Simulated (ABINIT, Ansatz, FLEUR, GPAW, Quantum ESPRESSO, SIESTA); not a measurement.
**One structure in several programs: ScCoC2 (P4/nmm, 8 atoms in the cell)**

Self-consistent single point.

```
ScCoC2
1.0
    3.34281     0.00000     0.00000
    0.00000     3.34281     0.00000
    0.00000     0.00000     7.18148
Sc Co C
2 2 4
Direct
  0.50000   0.00000   0.65433
  0.00000   0.50000   0.34567
  0.50000   0.50000   0.00000
  0.00000   0.00000   0.00000
  0.00000   0.50000   0.85013
  0.50000   0.00000   0.14987
  0.50000   0.00000   0.34670
  0.00000   0.50000   0.65330
```

All programs got the same cell, k-point mesh and kind of occupations (in Ansatz's words: kpoints.mp_grid.grid = 8 8 4; scf.occupations.method = gaussian; scf.occupations.width = 0.136 eV); potentials, basis and cutoffs are each program's usual ones.

```csv
code,model,pressure (GPa),largest force (eV/Å),k-points,cutoff
ABINIT,"PBEsol, PAW (JTH v2.0 PBE PAW, files made for PBE)",-4.13,0.148,45,30 Ha
Ansatz,"PBEsol, PAW files made with PBE",-4.64,0.178,45,default
GPAW,"PBEsol, GPAW PAW datasets PBEsol (made by gpaw-setup)",–,0.115,45,900 eV
FLEUR,"PBEsol, all-electron FLAPW (FLEUR), scalar-relativistic valence",–,0.248,45,Kmax 4.7 1/bohr
Quantum ESPRESSO,"PBEsol, GBRV 1.5 ultrasoft (PBESOL) pseudopotentials",-4.69,0.264,45,50 Ry
SIESTA,"GGA PBEsol, numerical atomic orbitals DZP, PseudoDojo PBEsol standard norm-conserving potentials (rewritten from UPF to PSML)",-4.15,1.051,150,grid 400 Ry
```

Size of the force on each atom (eV/Å): Sizes of forces hide their directions.

```tsv
code	Sc1	Sc2	Co3	Co4	C5	C6	C7	C8
ABINIT	0.031	0.031	0.000	0.000	0.148	0.148	0.094	0.094
Ansatz	0.044	0.044	0.000	0.000	0.178	0.178	0.100	0.100
GPAW	0.027	0.027	0.000	0.000	0.060	0.060	0.115	0.115
FLEUR	0.069	0.069	0.000	0.000	0.248	0.248	0.149	0.149
Quantum ESPRESSO	0.052	0.052	0.000	0.000	0.264	0.264	0.176	0.176
SIESTA	0.172	0.172	0.000	0.000	1.051	1.051	0.981	0.981
```

A dash marks a value that a program does not give, or that is left out as unsure.

The spread over the programs that give each value: pressure within 0.56 GPa; largest force within 0.936 eV/Å.

The starting cell comes from a database of computed structures (which also holds hypothetical and non-ambient phases and stackings), without a prior relaxation at this level. On Ansatz's run: Spin polarisation is off. In the base run, with a pressure of about -4 GPa the cell is away from its equilibrium volume at this level.

Problem. Why do the programs differ, and what cannot be compared?

Solution. Differences of this kind can come from the potentials, where these differ, and from what each basis and cutoff leave unconverged. The valence holds different numbers of electrons (ABINIT 72, Ansatz (an electronic-structure program) 72, GPAW 56, FLEUR 68, Quantum ESPRESSO 72, SIESTA 72). The zero of total energies and Fermi levels follows the potentials and each program's conventions, so they are not compared here. SIESTA uses small atom-centred bases, whose incompleteness enters pressures, forces and empty levels differently from a plane-wave cutoff. FLEUR treats all electrons, but the usual bases taken here (sphere radii, linearisation, local orbitals, empty states) were not tested for convergence, so the values are no reference for the others. Ansatz's pressure is given at a fixed set of plane waves, as the other plane-wave codes print theirs; with its correction for the finite basis it is -4.44 GPa (the shift of 0.20 GPa shows how far the cutoff is from converged). The pressure of GPAW is left out: its cutoff lies under the one at which its stress was checked. The programs reduce the same mesh by symmetry to different extents, which changes the work and not the result. In the force vectors, GPAW (by 0.104), FLEUR (by 0.085), Quantum ESPRESSO (by 0.100) and SIESTA (by 0.887) lie more than 0.08 eV/Å from the median of the plane-wave programs.

Keys are those of Ansatz 0.2.
